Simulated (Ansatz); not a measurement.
How the cohesive energy of TePt (model structure, Pm-3m, No. 221, 2 atoms in the cell) moves with the method

No measured value is used here.

```
level (code)           value (eV/atom)  cell (Å³/atom)
---------------------  ---------------  --------------
PBEsol (Ansatz)                   4.47           19.52
r²SCAN (Ansatz)                   3.71           20.14
r²SCAN+rVV10 (Ansatz)             4.07           19.87
```

Density-functional levels without +SOC have no spin–orbit coupling, which shifts binding energies of heavy elements. PBEsol: the free atom's electronic state is in doubt. Each level is taken at its own relaxed cell. Cutoffs differ between the levels. Ansatz's density-functional and Hartree–Fock values are scalar-relativistic unless marked +SOC, with PAW data made under PBE.

A model structure was made by putting elements into a prototype or built by hand; it is no filed structure, need not be a known phase, and can be a saddle point held by its symmetry.

Ansatz is a quantum-chemistry and plane-wave program.
